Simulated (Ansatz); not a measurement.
Worked example: self-consistent single point of Mg₆NbGa (Amm2, 8 atoms in the cell) in Ansatz (an electronic-structure program).

Computed with LDA (PW92), default PAW files made with PBE (plane waves; Ansatz).

```
Mg6NbGa
1.0
    4.96852     0.00000     0.00000
    0.00000     2.97569     5.49737
    0.00000    -2.97569     5.49737
Mg Nb Ga
6 1 1
Direct
  0.50000   0.67086   0.17274
  0.50000   0.17274   0.67086
  0.00000   0.84052   0.32498
  0.00000   0.32498   0.84052
  0.00000   0.32495   0.32495
  0.00000   0.82493   0.82493
  0.50000   0.17306   0.17306
  0.50000   0.66794   0.66794
```

Reference input (self-consistent single point, DFT, LDA (PW92), plane waves, default PAW files made with PBE): kpoints.mp_grid.grid = 5 5 5; hamiltonian.xc = lda; hamiltonian.pseudopotentials = {kind: paw} (the program's default PAW files); scf.occupations.method = fermi_dirac; scf.occupations.width = 0.1 eV. This run's input differs from it in these lines:

Ansatz 0.2 input:
```diff
@@ -16,3 +16,3 @@
 kpoints:
-  mp_grid: { grid: [5, 5, 5] }
+  mp_grid: { grid: [16, 16, 16] }
 hamiltonian:
```

Log, with long lists cut:

```
SCF iter   1: F=—  HF=-19558.459329 eV  |F-HF|=—  |Δ(HF+E_count)|=         —  Δρ=7.85e-3  dr2=6.86e-2  ethr=1.77e-3  ⟨swp⟩=7.7  Hψ=130520  notcnv=0
all-band conjugate gradients solve this SCF's bands
preconditioner: auto → Kerker (q_TF=auto, 2.454 Å⁻¹)
the mixing steps aren't corrected for partly filled atomic shells, since the memory limit or a GPU had no room for it …
   [... lines left out ...]
SCF iter   5: F=—  HF=-19558.421831 eV  |F-HF|=—  |Δ(HF+E_count)|=   1.77e-4  Δρ=1.18e-4  dr2=7.11e-5  ethr=1.22e-6  ⟨swp⟩=2.0  Hψ=39049  notcnv=0
SCF iter   6: F=—  HF=-19558.421834 eV  |F-HF|=—  |Δ(HF+E_count)|=   2.91e-6  Δρ=6.40e-5  dr2=6.52e-6  ethr=8.26e-8  ⟨swp⟩=2.0  Hψ=45377  notcnv=0
SCF iter   7: F=—  HF=-19558.421829 eV  |F-HF|=—  |Δ(HF+E_count)|=   4.93e-6  Δρ=1.74e-5  dr2=8.89e-7  ethr=7.58e-9  ⟨swp⟩=2.0  Hψ=43689  notcnv=0
SCF iter   8: F=-19558.421829 eV  HF=-19558.421829 eV  |F-HF|=2.59e-8  |Δ(HF+E_count)|=   2.65e-7  Δρ=4.45e-6  dr2=4.73e-8  ethr=1.16e-10  ⟨swp⟩=4.0  Hψ=131354  notcnv=0
SCF 1 converged in 8 iterations: F = -19558.421829 eV  dr2 = 4.73e-8
Free energy (F): -19558.421829 eV
Internal energy: -19558.261440 eV  (E = F + TS)
E sigma→0 (E₀):  -19558.341635 eV
Entropy (-TS):   -0.160389 eV (-20.049 meV/atom)
Fermi energy:    7.714304 eV
--- Forces (eV/Å), atoms counted from 1 ---
  atom   1  Mg     0.00000000    -0.00806025     0.00130219
  atom   2  Mg     0.00000000     0.00806025     0.00130219
  atom   3  Mg    -0.00000000     0.04871866     0.03725079
  atom   4  Mg     0.00000000    -0.04871866     0.03725079
  atom   5  Mg    -0.00000000     0.00000000    -0.05977917
  atom   6  Mg     0.00000000    -0.00000000    -0.07836037
  atom   7  Nb    -0.00000000     0.00000000     0.04218880
  atom   8  Ga     0.00000000    -0.00000000     0.01888045
--- Stress (GPa, compression-positive) ---
       -3.331405       0.000000       0.000000
        0.000000      -3.661306      -0.000000
        0.000000      -0.000000      -3.434231
  P = ⅓ Tr σ = -3.4756 GPa (-34.756 kbar)
  The stress holds the Pulay correction. Without it, at fixed plane waves, as pw.x and ABINIT print it: P = -3.4832 GPa
```

The run converged in 8 iterations. Against the reference run the free energy goes up by 1.9 meV/atom, the pressure stays at -3.48 GPa and the largest force goes from 0.094 to 0.078 eV/Å.

The starting cell comes from a database of computed structures (which also holds hypothetical and non-ambient phases and stackings), without a prior relaxation at this level. Spin polarisation is off. With a pressure of about -3 GPa the cell is away from its equilibrium volume at this level. Ansatz's pressure includes its estimate of the finite-basis (Pulay) stress.

Cost on one core of a shared machine: roughly 6 min.
